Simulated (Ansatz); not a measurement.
Consider C in the diamond structure (space group Fd-3m, No. 227; a = 3.572 Å).

Method: Ansatz (a quantum-chemistry and plane-wave program) PBE, spin-orbit coupling left out, earlier PAW set.

For the base:

| Item | Result |
|---|---|
| Gap between the host's bands | 4.13 eV |
| Gap character | indirect, Γ → a point along ⟨100⟩, about 1.3 Å⁻¹ from Γ |

Now apply this change: 0.0797 holes added to each cell, a density of 7.0×10^21 cm⁻³, with a uniform compensating background at fixed cell and a 300 K Fermi–Dirac width.

What happens to the Fermi level from band edge?

The Fermi level relative to the doped band's edge (positive inside the band; to 0.05 eV) comes out as +0.90 eV.

What happens to the gap between the host's bands?

The gap between the host's bands goes up by 0.07 eV to 4.20 eV.

What happens to the gap character?

The gap character stays indirect, Γ → a point along ⟨100⟩, about 1.3 Å⁻¹ from Γ.

Charged cell with a jellium background: band edges are those of the host's band count, energies are not comparable with the neutral cell, and many-body gap narrowing is missing. Gaps are Kohn–Sham eigenvalue differences; semilocal functionals usually give less than the measured gap. Whether these cells are dynamically stable was not tested.
